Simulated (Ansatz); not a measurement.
System: LiSrH3 (model structure, started from the BaLiH3 type, Pm-3m, No. 221, 5 atoms in the cell). Method: r²SCAN (Ansatz, a quantum-chemistry and plane-wave program, PAW).

Settings: plane-wave cutoff 560 eV, 10×10×10 k mesh, Fermi–Dirac smearing 0.01 eV, scalar-relativistic PAW data made under PBE.

Cell (relaxed with PBEsol):

```xyz
5
Lattice="3.7524 0.0000 0.0000 0.0000 3.7524 0.0000 0.0000 0.0000 3.7524" Properties=species:S:1:pos:R:3 pbc="T T T"
Sr     0.0000     0.0000     0.0000
Li     1.8762     1.8762     1.8762
H      1.8762     0.0000     1.8762
H      0.0000     1.8762     1.8762
H      1.8762     1.8762     0.0000
```

Question: Estimate the band gap, smallest direct gap on the k points sampled and direct gap at Γ that the calculation returns.

Answer: 
* **band gap**: 2.44 eV
* **smallest direct gap on the k points sampled**: 3.45 eV
* **direct gap at Γ**: 7.56 eV

Note: the relaxation could raise the start's symmetry but not lower it, so the cell can be a saddle point; cell and atoms aren't relaxed at this level (pressure 1.6 GPa).

Spin–orbit coupling is not included.

Computed values are for the static lattice.

Computing time: roughly 13 core-seconds.

A model structure was made by putting elements into a prototype or built by hand; it is no filed structure, need not be a known phase, and can be a saddle point held by its symmetry.
